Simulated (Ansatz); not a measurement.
For Y2B (model structure, started from the Ca2N type, R-3m, No. 166, 3 atoms in the cell), PBE in Ansatz (plane waves, PAW) gives:

| Property | Value |
|---|---|
| lattice constant a | 3.745 Å |
| c axis length | 18.930 Å |
| bulk modulus B0 | 23.5 GPa |
| cohesive energy | 4.84 eV/atom |

Problem. What does r²SCAN (Ansatz, a quantum-chemistry and plane-wave program, plane waves, PAW) give for the same quantities?

Solution. 
- lattice constant a: 3.815 Å (goes up by 1.9 %)
- lattice parameter c: 18.956 Å (rises by 0.1 %)
- bulk modulus: 23.8 GPa (rises by 1.3 %)
- cohesive energy: 4.82 eV/atom (hardly moves)

Changes are worked out from the printed values.

Unless a cell is named, each level is at its own relaxed cell (PBE 25.54, r²SCAN 26.55 Å³/atom).

The crystal itself was run without spin with PBE, r²SCAN; a magnetic state was not tried in these runs.

Caveats: the bulk modulus is −V dP/dV from two relaxed cells at ±2 % in volume (PBE, r²SCAN). Ansatz's density-functional and Hartree–Fock values are scalar-relativistic unless marked +SOC, with PAW data made under PBE.

A model structure was made by putting elements into a prototype or built by hand; it is no filed structure, need not be a known phase, and can be a saddle point held by its symmetry.
